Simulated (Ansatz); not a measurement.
Worked example: self-consistent single point of ZnSnSb₂ (Pmm2, 4 atoms in the cell) in Ansatz (an electronic-structure program).

Method of the run: LDA (PW92), default PAW files made with PBE (plane waves; Ansatz).

The change in words: lattice scaled by 0.98; kpoints.mp_grid.grid: 7 7 5 → 13 13 9. Reference geometry:
```
CELL_PARAMETERS angstrom
      4.49910     0.00000     0.00000
      0.00000     4.49910     0.00000
      0.00000     0.00000     6.29437
ATOMIC_POSITIONS crystal
  Zn 0.00000 0.00000 0.00794
  Sn 0.50000 0.50000 0.50000
  Sb 0.00000 0.50000 0.22240
  Sb 0.50000 0.00000 0.77760
```

Reference input (self-consistent single point, DFT, LDA (PW92), plane waves, default PAW files made with PBE): basis.ecutwfc = 420 eV; kpoints.mp_grid.grid = 7 7 5; hamiltonian.xc = lda; hamiltonian.pseudopotentials = {kind: paw} (the program's default PAW files); scf.occupations.method = fermi_dirac; scf.occupations.width = 0.1 eV. This run's input differs from it in these lines:

Ansatz 0.2 input:
```diff
@@ -3,10 +3,10 @@
   lattice:
-    - [4.499097, 0.000000, 0.000000]
-    - [0.000000, 4.499097, 0.000000]
-    - [0.000000, 0.000000, 6.294367]
+    - [4.409115, 0.000000, 0.000000]
+    - [0.000000, 4.409115, 0.000000]
+    - [0.000000, 0.000000, 6.168480]
   atoms:
-    - { symbol: Zn, position_ang: [0.000000, 0.000000, 0.050002] }
-    - { symbol: Sn, position_ang: [2.249548, 2.249548, 3.147184] }
-    - { symbol: Sb, position_ang: [0.000000, 2.249548, 1.399867] }
-    - { symbol: Sb, position_ang: [2.249548, 0.000000, 4.894500] }
+    - { symbol: Zn, position_ang: [0.000000, 0.000000, 0.049002] }
+    - { symbol: Sn, position_ang: [2.204557, 2.204557, 3.084240] }
+    - { symbol: Sb, position_ang: [0.000000, 2.204557, 1.371870] }
+    - { symbol: Sb, position_ang: [2.204557, 0.000000, 4.796610] }
 basis:
@@ -15,3 +15,3 @@
   mp_grid:
-    grid: [7, 7, 5]
+    grid: [13, 13, 9]
 hamiltonian:
```

Output, abridged:

```
SCF iter   1: F=—  HF=-21797.478170 eV  |F-HF|=—  |Δ(HF+E_count)|=         —  Δρ=6.08e-3  dr2=2.03e-2  ethr=1.77e-3  ⟨swp⟩=7.3  Hψ=39090  notcnv=0
all-band conjugate gradients solve this SCF's bands
preconditioner: auto → Kerker (q_TF=auto, 2.403 Å⁻¹)
SCF iter   2: F=—  HF=-21797.472040 eV  |F-HF|=—  |Δ(HF+E_count)|=   6.13e-3  Δρ=2.87e-3  dr2=6.30e-3  ethr=3.63e-5  ⟨swp⟩=2.7  Hψ=17263  notcnv=0
   [... lines left out ...]
SCF iter   5: F=—  HF=-21797.470454 eV  |F-HF|=—  |Δ(HF+E_count)|=   4.84e-5  Δρ=1.21e-4  dr2=5.59e-5  ethr=6.01e-7  ⟨swp⟩=2.6  Hψ=10871  notcnv=0
SCF iter   6: F=—  HF=-21797.470455 eV  |F-HF|=—  |Δ(HF+E_count)|=   1.30e-6  Δρ=5.32e-5  dr2=6.67e-6  ethr=9.98e-8  ⟨swp⟩=2.0  Hψ=9565  notcnv=0
SCF iter   7: F=—  HF=-21797.470455 eV  |F-HF|=—  |Δ(HF+E_count)|=   6.56e-7  Δρ=1.57e-5  dr2=5.98e-7  ethr=1.19e-8  ⟨swp⟩=2.8  Hψ=14910  notcnv=0
SCF iter   8: F=-21797.470455 eV  HF=-21797.470455 eV  |F-HF|=9.04e-9  |Δ(HF+E_count)|=   2.77e-8  Δρ=5.08e-6  dr2=7.10e-8  ethr=1.79e-10  ⟨swp⟩=3.8  Hψ=32772  notcnv=0
SCF 1 converged in 8 iterations: F = -21797.470455 eV  dr2 = 7.10e-8
Free energy (F): -21797.470455 eV
Internal energy: -21797.460850 eV  (E = F + TS)
E sigma→0 (E₀):  -21797.465653 eV
Entropy (-TS):   -0.009605 eV (-2.401 meV/atom)
Fermi energy:    7.847754 eV
--- Forces (eV/Å), atoms counted from 1 ---
  atom   1  Zn     0.00000000     0.00000000    -0.27565435
  atom   2  Sn     0.00000000     0.00000000     0.06452946
  atom   3  Sb     0.00000000     0.00000000    -0.06430219
  atom   4  Sb     0.00000000     0.00000000     0.27546035
--- Stress (GPa, compression-positive) ---
       -0.199803       0.000000       0.000000
        0.000000       0.541682       0.000000
        0.000000       0.000000       0.291094
  P = ⅓ Tr σ = 0.2110 GPa (2.110 kbar)
  The stress holds the Pulay correction. Without it, at fixed plane waves, as pw.x and ABINIT print it: P = 0.1755 GPa
```

The run converged in 8 iterations. Against the reference run the free energy drops by 15.8 meV/atom, the pressure goes from -2.53 to 0.21 GPa and the largest force goes from 0.232 to 0.276 eV/Å.

The starting cell comes from a database of computed structures (which also holds hypothetical and non-ambient phases and stackings), without a prior relaxation at this level. Its lattice was rescaled by up to half a per cent. One atom was moved a little off its site on purpose. For this run, on top of that: lattice scaled by 0.98. Ansatz's pressure includes its estimate of the finite-basis (Pulay) stress. The run gives no clean gap (levels at the Fermi energy touch, overlap or are partly filled at this smearing), which alone does not show that the compound is a metal.

Cost on one core of a shared machine: roughly 80 s.
